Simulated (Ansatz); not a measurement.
## Hypothetical P6_3/mmc SiS2, response to strain

The reference is SiS₂ in the 2H-MoS2 type structure (space group P6_3/mmc, No. 194; a = 3.2245 Å, c = 12.1532 Å; a hypothetical phase, not in the database extracts checked; layered, stacked along the Cartesian z axis). Axes: x lies along a and z along c of the hexagonal cell.

Strains are applied to the cell and any free atomic positions relax; under biaxial strain the out-of-plane vector relaxes too.

Calculations: plane-wave PAW DFT at the r2SCAN+rVV10 level (Ansatz, a quantum-chemistry and plane-wave program, 500 eV), no spin-orbit coupling, earlier PAW set.

Question: Only one of these has a band gap. Which?
A. isotropic strain −0.93 %
B. biaxial strain +3.90 %, plane normal [001], relaxed out of plane
C. biaxial strain −0.87 %, plane normal [001], relaxed out of plane

Answer: B, biaxial strain +3.90 %, plane normal [001], relaxed out of plane. Computed: biaxial strain −0.87 %, plane normal [001], relaxed out of plane: zero; isotropic strain −0.93 %: zero; biaxial strain +3.90 %, plane normal [001], relaxed out of plane: 0.11 eV

Stability against distortions was not tested. All final runs are without spin polarisation. Gaps under 0.05 eV, about the width of the smearing, are given as zero. The zero or small gap of SiS2 can change with the level of theory.
